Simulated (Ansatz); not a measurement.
Take C (space group I4/mmm, No. 139; a = 4.356 Å, c = 2.499 Å; a model cell, its experimental status unchecked) as the base. Axes: x, y, z lie along a, b, c of the conventional cell.

Perturbation: uniaxial stress, 0.5 GPa compression along x; all other stress components relax to zero.

Levels (all Ansatz, a program for electronic structure, PAW): PBEsol (420 eV, no SOC); HSE06 (420 eV, no spin-orbit coupling).

The geometry is relaxed with PBEsol.

PBEsol lowest conduction level above the VBM at special points: R 4.35 eV; T 4.37 eV; Γ 4.38 eV

Task: How does going to HSE06 change the lowest conduction level above the VBM at special points?

Result: The lowest conduction level above the VBM at special points goes from R 4.35 eV; T 4.37 eV; Γ 4.38 eV to R 5.66 eV; T 5.68 eV; Γ 5.77 eV.

Single points use the geometry relaxed with PBEsol. HSE06 was sampled on its mesh, a few special points and the semilocal edge points, so its gap is an upper bound. The levels and masses belong to the bands next to the band gap. Load acts through the strain it causes; cell and atoms are relaxed under it. Beyond what the load breaks, stability against distortions was not tested. This is not the structure that C has at room temperature and ambient pressure. Labels are those of the standard path for the cell's own space group.
